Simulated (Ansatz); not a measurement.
Data:

```xyz
2
Lattice="0.0000 2.6673 2.6673 2.6673 0.0000 2.6673 2.6673 2.6673 0.0000" Properties=species:S:1:pos:R:3 pbc="T T T"
Ga     0.0000     0.0000     0.0000
P      1.3336     1.3336     1.3336
```

Computed with r2SCAN with spin-orbit coupling, rigid bands (plane waves, PAW; Ansatz, a quantum-chemistry and plane-wave program). Condition of this run: hydrostatic pressure of 5.6 GPa (compression positive) (the target of the relaxation). Geometry: cell and atoms relaxed with PBEsol, then loaded as said.

Problem. Predict the hole conductivity mass (n e² τ/σ) at 300 K, by direction if it differs.

Solution. 0.45 mₑ.

Problem. What conductivity effective mass do dilute electrons have at 300 K?

Solution. 0.34 mₑ.

Problem. And the band gap?

Solution. 1.70 eV at this level; semilocal functionals usually fall short of the measured gap.

Rigid bands, one relaxation time for all states, no polarons. Geometry: cell and atoms relaxed with PBEsol.
